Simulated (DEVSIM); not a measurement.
Device: illuminated CdTe p-on-n cell, one wavelength, at 300 K.

Layer 1 from the left is CdTe, thickness (μm) 0.250, Na (cm⁻³) 1.8e18, τn (s) 1.2e-9, τp (s) 5.2e-10, absorption coefficient (cm⁻¹) 6800. Layer 2 from the left is CdTe, thickness (μm) 1.80, Nd (cm⁻³) 2.4e16, τn (s) 4e-9, τp (s) 4e-9, absorption coefficient (cm⁻¹) 6800.

Left contact: ohmic, minority electron recombination velocity 8e6 cm/s. Right contact: ohmic, minority hole recombination velocity 10 cm/s. Voltage is applied to the left contact. Recombination: SRH at mid-gap, radiative, Auger. Light enters at the left, 1.6e18 photons cm⁻² s⁻¹, one pass, no reflection. Mobility is μmin + (μ − μmin)/(1 + (N/Nref)^α).

Constants are typed, rounded textbook-type inputs, not results; the design itself was drawn at random and stands for no fabricated device. Values at 300 K.

CdTe: gap (eV) 1.5, affinity (eV) 4.28, permittivity 10.2, Nc (cm⁻³) 8e17, Nv (cm⁻³) 1.8e19, μn (cm²/Vs) 1000, μp (cm²/Vs) 80, μn,min 100, μp,min 10, Nref,n 1e17, Nref,p 1e17, αn 0.6, αp 0.6, B (cm³/s) 1e-10, Cn (cm⁶/s) 1e-30, Cp (cm⁶/s) 1e-30.

DEVSIM, 1D drift-diffusion, Boltzmann statistics, complete ionisation; no tunnelling, impact ionisation, image-force lowering or self-heating.

Dark forward current:

| |V| (V) | |J| (A/cm²) |
|---|---|
| 0.05 | 4.090e-11 |
| 0.10 | 1.421e-10 |
| 0.15 | 4.107e-10 |
| 0.20 | 1.134e-9 |
| 0.25 | 3.088e-9 |
| 0.30 | 8.377e-9 |
| 0.35 | 2.272e-8 |
| 0.40 | 6.168e-8 |
| 0.45 | 1.678e-7 |
| 0.50 | 4.574e-7 |
| 0.55 | 1.251e-6 |
| 0.60 | 3.433e-6 |
| 0.65 | 9.463e-6 |
| 0.70 | 2.624e-5 |
| 0.75 | 7.344e-5 |
| 0.80 | 0.0002085 |
| 0.85 | 0.0006071 |
| 0.90 | 0.001853 |
| 0.95 | 0.006157 |
| 1.00 | 0.02338 |
| 1.05 | 0.1051 |
| 1.10 | 0.5518 |
| 1.15 | 3.167 |
| 1.20 | 17.39 |
| 1.25 | 76.82 |
| 1.30 | 286.7 |

Question: Work out the local ideality factor n = ΔV / (kT/q · ln(J2/J1)) between the rows 0.15 and 0.20 V, 1.10 and 1.15 V, 1.25 and 1.30 V.

Answer: kT/q = 25.85 mV. From 0.15 to 0.20 V: ln(1.134e-9/4.107e-10) = 1.016, n = 1.90, near the 2 of recombination in the depletion region. From 1.10 to 1.15 V: ln(3.167/0.5518) = 1.747, n = 1.11. From 1.25 to 1.30 V: ln(286.7/76.82) = 1.317, n = 1.47; the layers' resistance at their doping, Σ W/(qμN) = 6.8e-5 Ω cm², would take 14 mV of this step of 50 mV.

Question: What current could the absorbed light give at most, and what share is collected?

Answer: Σ αd = 1.39, so qΦ(1 − exp(−Σ αd)) = 193 mA/cm². The simulated short-circuit current is 118.2 mA/cm², a share of 0.61.

Question: Estimate the open-circuit voltage by superposition: the voltage at which the dark current equals that short-circuit current.

Answer: Interpolating ln J in the table gives 1.054 V. The simulation gives 1.050 V; the estimate lies 4 mV above. Superposition holds where collection doesn't change with voltage.

Question: Estimate the fill factor from FF0 = (v − ln(v + 0.72))/(v + 1), v = qVoc/(nkT), with n from the dark curve.

Answer: The rows about Voc, 1.00 and 1.05 V, give n = 1.29, so v = 31.6 and FF0 = 0.863. The simulation gives 0.783; the estimate lies 10 % above.
